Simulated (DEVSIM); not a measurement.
Device: Cr/Si3N4/p-Si capacitor, at 300 K.

| layer (left to right) | material | thickness (nm) | Na (cm⁻³) |
|---|---|---|---|
| 1 | Si3N4 | 28.0 | - |
| 2 | Si | 780 | 5.4e17 |

Metal gate on the left, work function 4.5 eV. Fixed charge at the semiconductor interface 0 cm⁻² (in units of +e); no interface traps.

This is a model device: material constants are rounded textbook-type values typed into the input, and sizes, dopings and lifetimes were drawn at random. Values at 300 K; Nc and Nv go as T^1.5, mobilities as T to minus their exponent, the gap by Varshni's rule with the affinity fixed.

```
parameter         Si3N4        Si
----------------  -----  --------
gap (eV)            5.1     1.124
affinity (eV)       2.1      4.05
permittivity        7.5      11.7
Nc (cm⁻³)             -   2.86e19
Nv (cm⁻³)             -    3.1e19
Varshni α (eV/K)      -  0.000473
Varshni β (K)         -       636
```

Model (solved in DEVSIM): 1D Poisson equation in equilibrium, Boltzmann statistics, complete ionisation; no quantum confinement or tunnelling. Metal contacts follow the ideal Schottky-Mott rule: no Fermi-level pinning, no interface dipoles.

The temperature was swept, all else fixed.

```csv
temperature (K),minimum of the low-frequency capacitance (μF/cm²),flat-band voltage (V)
250,0.119,-0.60
300,0.120,-0.57
350,0.125,-0.53
400,0.127,-0.49
450,0.132,-0.45
500,0.136,-0.41
```

From the first row to the last the minimum of the low-frequency capacitance goes from 0.119 to 0.136. From the first row to the last the flat-band voltage goes from -0.60 to -0.41.
